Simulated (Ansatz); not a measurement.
The reference is Al in the fcc (Cu type) structure (space group Fm-3m, No. 225; a = 3.9839 Å; relaxed with 0.1 eV smearing). Axes: x, y, z lie along the cube axes.

Level of theory: LDA (Ansatz, a program for electronic structure, PAW, no spin-orbit coupling).

Now apply this change: an isotropic linear strain of −2.50 %, atoms relaxed at fixed cell.

Question: Predict the stress tensor and what it implies for the stiffness.

Answer: Stress of the strained cell less that of the base (GPa, compression positive):
```
    7.6     0.0     0.0
    0.0     7.6     0.0
    0.0     0.0     7.6
```

Then B = −ΔP/(ΔV/V₀) with ΔV/V₀ = -0.0731 gives secant stiffness values (nonlinear terms included at this strain): B ≈ 104 GPa.

As a check, the harmonic strain energy −½ V₀ Δσ:ε is 28 meV/atom; the computed energy rise is 25 meV/atom.

Whether these cells are dynamically stable was not tested.
